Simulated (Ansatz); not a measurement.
The parent structure is Ca3SbN in the anti-perovskite structure (space group Pm-3m, No. 221; a = 4.803 Å; a cell from a computed database, its experimental status unchecked).

One thing is altered: every Ca is replaced by Sr, then cell and atoms are relaxed.

Levels (all Ansatz, an electronic-structure program, PAW): PBEsol (420 eV, spin-orbit coupling left out); PBEsol+SOC (420 eV, noncollinear with spin-orbit coupling).

The geometry is relaxed with PBEsol.

```
Item                                         Result
----------------------------  ---------------------
PBEsol electron mass          0.085, 0.67 mₑ (at Γ)
PBEsol band gap                             0.18 eV
PBEsol valence-band top at Γ    0.00, 0.00, 0.00 eV
```

With PBEsol+SOC at the same geometry, the electron mass (degenerate bands, along [100]) goes from 0.085, 0.67 mₑ (at Γ) to 0.070, 0.67 mₑ (at Γ); the band gap falls by 0.05 eV to 0.13 eV; the valence-band top at Γ (three highest Kramers pairs, from the VBM) becomes 0.00, 0.00, -0.12 eV (PBEsol: 0.00, 0.00, 0.00 eV). The threefold valence maximum splits by Δso ≈ 0.12 eV.

Single points use the geometry relaxed with PBEsol. Differences between runs with and without spin-orbit coupling are approximate. Spin-orbit coupling, missing from the scalar runs, can matter with Sb. Masses are band curvatures over ±0.01 Å⁻¹ around the edge. Stability against distortions was not tested. For Sr3SbN in this form, whether it has been made was not checked. A zero or small gap of Sr3SbN can be the functional's error rather than a property of the material.
